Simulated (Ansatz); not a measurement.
A periodic model of amorphous Al28O43Be:

```yaml
crystal:
  lattice:
    - [9.61309, -0.05240, -0.00824]
    - [-0.05240, 9.29976, -0.02448]
    - [-0.00824, -0.02448, 8.69301]
  atoms:
    - { symbol: Al, position: [0.49520, 0.86673, 0.65494] }
    - { symbol: Al, position: [0.89293, 0.05146, 0.21519] }
    - { symbol: Al, position: [0.14605, 0.39365, 0.80185] }
    - { symbol: Al, position: [0.62727, 0.02871, 0.97756] }
    - { symbol: Al, position: [0.92835, 0.15002, 0.74630] }
    - { symbol: Al, position: [0.02335, 0.59697, 0.56583] }
    - { symbol: Al, position: [0.57983, 0.35481, 0.02406] }
    - { symbol: Al, position: [0.79400, 0.46181, 0.82120] }
    - { symbol: Al, position: [0.89026, 0.27848, 0.03296] }
    - { symbol: Al, position: [0.20291, 0.07826, 0.26589] }
    - { symbol: Al, position: [0.27821, 0.39290, 0.15474] }
    - { symbol: Al, position: [0.63667, 0.84443, 0.26862] }
    - { symbol: Al, position: [0.06897, 0.31767, 0.39636] }
    - { symbol: Al, position: [0.32941, 0.15438, 0.93382] }
    - { symbol: Al, position: [0.59056, 0.69672, 0.91935] }
    - { symbol: Al, position: [0.36145, 0.85137, 0.10303] }
    - { symbol: Al, position: [0.28299, 0.79891, 0.44533] }
    - { symbol: Al, position: [0.57833, 0.37824, 0.34242] }
    - { symbol: Al, position: [0.96597, 0.65019, 0.94922] }
    - { symbol: Al, position: [0.18272, 0.88474, 0.79993] }
    - { symbol: Al, position: [0.36259, 0.20509, 0.56846] }
    - { symbol: Al, position: [0.81907, 0.35979, 0.51391] }
    - { symbol: Al, position: [0.67446, 0.05826, 0.50198] }
    - { symbol: Al, position: [0.86374, 0.85880, 0.71373] }
    - { symbol: Al, position: [0.68377, 0.64580, 0.54708] }
    - { symbol: Al, position: [0.07150, 0.76710, 0.24989] }
    - { symbol: Al, position: [0.38254, 0.53991, 0.56778] }
    - { symbol: Al, position: [0.78211, 0.55864, 0.18248] }
    - { symbol: O, position: [0.60910, 0.83424, 0.47996] }
    - { symbol: O, position: [0.94790, 0.47169, 0.42690] }
    - { symbol: O, position: [0.52612, 0.66087, 0.68026] }
    - { symbol: O, position: [0.30431, 0.86302, 0.64265] }
    - { symbol: O, position: [0.71821, 0.35374, 0.16057] }
    - { symbol: O, position: [0.10697, 0.73853, 0.44863] }
    - { symbol: O, position: [0.68850, 0.24325, 0.43756] }
    - { symbol: O, position: [0.26232, 0.19896, 0.11869] }
    - { symbol: O, position: [0.92960, 0.69244, 0.15980] }
    - { symbol: O, position: [0.97073, 0.22711, 0.22818] }
    - { symbol: O, position: [0.62584, 0.50370, 0.91272] }
    - { symbol: O, position: [0.76118, 0.98165, 0.32960] }
    - { symbol: O, position: [0.96130, 0.24408, 0.56797] }
    - { symbol: O, position: [0.04153, 0.24532, 0.89092] }
    - { symbol: O, position: [0.05228, 0.96078, 0.23218] }
    - { symbol: O, position: [0.80467, 0.07279, 0.03711] }
    - { symbol: O, position: [0.78664, 0.02666, 0.66229] }
    - { symbol: O, position: [0.20874, 0.50567, 0.63729] }
    - { symbol: O, position: [0.41045, 0.70850, 0.97108] }
    - { symbol: O, position: [0.02055, 0.96599, 0.75550] }
    - { symbol: O, position: [0.39297, 0.65878, 0.41687] }
    - { symbol: O, position: [0.79115, 0.27045, 0.84347] }
    - { symbol: O, position: [0.23425, 0.46899, 0.97175] }
    - { symbol: O, position: [0.66237, 0.70471, 0.12978] }
    - { symbol: O, position: [0.88959, 0.48030, 0.01650] }
    - { symbol: O, position: [0.53281, 0.94521, 0.13655] }
    - { symbol: O, position: [0.72873, 0.47580, 0.63535] }
    - { symbol: O, position: [0.58858, 0.89155, 0.83649] }
    - { symbol: O, position: [0.98058, 0.51411, 0.75935] }
    - { symbol: O, position: [0.22145, 0.72227, 0.14807] }
    - { symbol: O, position: [0.81527, 0.73412, 0.86431] }
    - { symbol: O, position: [0.28752, 0.96959, 0.94547] }
    - { symbol: O, position: [0.18420, 0.43550, 0.30951] }
    - { symbol: O, position: [0.68162, 0.54325, 0.36655] }
    - { symbol: O, position: [0.44895, 0.36872, 0.50363] }
    - { symbol: O, position: [0.31582, 0.93255, 0.30075] }
    - { symbol: O, position: [0.86161, 0.72431, 0.56801] }
    - { symbol: O, position: [0.12743, 0.72143, 0.88012] }
    - { symbol: O, position: [0.46247, 0.39472, 0.17836] }
    - { symbol: O, position: [0.51740, 0.18461, 0.95110] }
    - { symbol: O, position: [0.49482, 0.06498, 0.57752] }
    - { symbol: O, position: [0.21126, 0.17610, 0.44181] }
    - { symbol: O, position: [0.28873, 0.24079, 0.75650] }
    - { symbol: Be, position: [0.25593, 0.64191, 0.98484] }
```

Methods: PBE, scalar-relativistic without spin-orbit coupling (Ansatz, a first-principles code); r2SCAN, scalar-relativistic without spin-orbit coupling (Ansatz); HSE06, scalar-relativistic without spin-orbit coupling (Ansatz). Neutral PBE cell, which sets geometry, pressure and energy: sampling: a 2×2×2 Γ-centred mesh; Fermi-Dirac width 0.02 eV; no spin polarisation. Exact exchange is cut at the faces of this 9 Å cell, which leaves hybrid gaps a finite-size error.

A CHGNet melt-quench gave the starting glass, which DFT then relaxed. O atoms were pushed apart under 1.9 Å during the dynamics, to hinder bonds among them. The hot cell started wider than the set density and was brought back towards it in steps. It is the lowest in DFT energy of 2 quenches. It is a model cell: composition and starting density were chosen by hand, and all elements were melted together. No dispersion term was used. Its density started from a set value of 3.09 and ended at 3.10 g/cm³. Cooling (nominally 410 K/ps over its main leg) ran many orders faster than in experiment, which tends to leave more defects and strain. A cell of this size samples the disorder only roughly. Volume and shape were free in the relaxation.

Question: Give the pressure and the spacing of the highest filled and lowest empty levels.

Answer: 
The pressure on a 2×2×2 Γ-centred mesh is 0.05 GPa and the largest force and stress component on that mesh (the relaxation ran on the zone centre alone) is 0.05 eV/Å and 0.1 GPa. The level gap on a 2×2×2 Γ-centred mesh (PBE) comes out as 3.13 eV. The level gap at the zone centre (PBE) is 3.12 eV. The level gap at the zone centre (r2SCAN) is 3.76 eV and the level gap at the zone centre (HSE06) comes out as 4.81 eV. The distance between the nearest levels spread over more than a fifth of the atoms or a third of the atoms of their main element (six at least) (PBE, zone centre) comes out as 4.00 eV.

Question: At PBE and the zone centre, how localised are the states just below and above the Fermi level (participation number: the atoms over which a state spreads)?

Answer: The highest filled state is spread over 3.0 atoms' worth, largest on O61, with weights by element (charge in smoothed Voronoi cells) O 0.94, Al 0.06, Be 0.00. The lowest empty state is spread over 65.4 atoms' worth, largest on Al12, with weights by element (charge in smoothed Voronoi cells) O 0.58, Al 0.41, Be 0.01.

At PBE the levels at the filled edge of the gap are localised (band-tail or defect states), and the nearest spread-out levels lie 4.0 eV apart at the zone centre.

Neighbours within Al-Al 2.66 Å, Al-O 2.32 Å, Al-Be 2.39 Å, O-O 1.58 Å, O-Be 1.94 Å, Be-Be 2.11 Å count as bonded. Two cations that share two anions don't count as bonded, nor two that share one unless they lie closer than Al-Al 2.59 Å, Al-Be 2.32 Å, Be-Be 2.05 Å.

Added carriers, by PBE, scalar-relativistic without spin-orbit coupling in Ansatz on the zone centre alone. Charged cells keep the cell fixed and stand in a uniform background, with no image correction, at a width of 0.01 eV; where the count is odd the moment is locked at 1 μB, unless the neutral cell bore moments. Each starts from the undistorted neutral geometry alone. PBE's self-interaction favours spread-out carriers, so it can miss traps that a hybrid finds.

Question: What happens at PBE when the cell takes an extra electron and the atoms relax?

Answer: Relaxation lowers the charged cell by 0.01 eV. The largest moves are Al27 0.02 Å, O67 0.02 Å, O51 0.02 Å, Al7 0.01 Å. The level that holds the added charge spreads over 64.7 atoms' worth, most on Al12 (weight 0.03): a carrier spread over the cell. No bond crosses its cut-off with a change of over 0.15 Å (metal-metal contacts aside). Made neutral again at that geometry, the cell lies +0.01 eV from the neutral start.

Question: What happens at PBE when the cell takes a hole and the atoms relax?

Answer: Relaxation lowers the charged cell by 0.29 eV. The largest moves are O31 0.36 Å, Al15 0.26 Å, Al27 0.21 Å, O52 0.14 Å. The level that was emptied spreads over 4.2 atoms' worth, most on O49 (weight 0.40): a localised (trapped) carrier, which neighbours of that atom can share. Bonds broken: Al15-O31. Made neutral again at that geometry, the cell lies +0.67 eV from the neutral start.
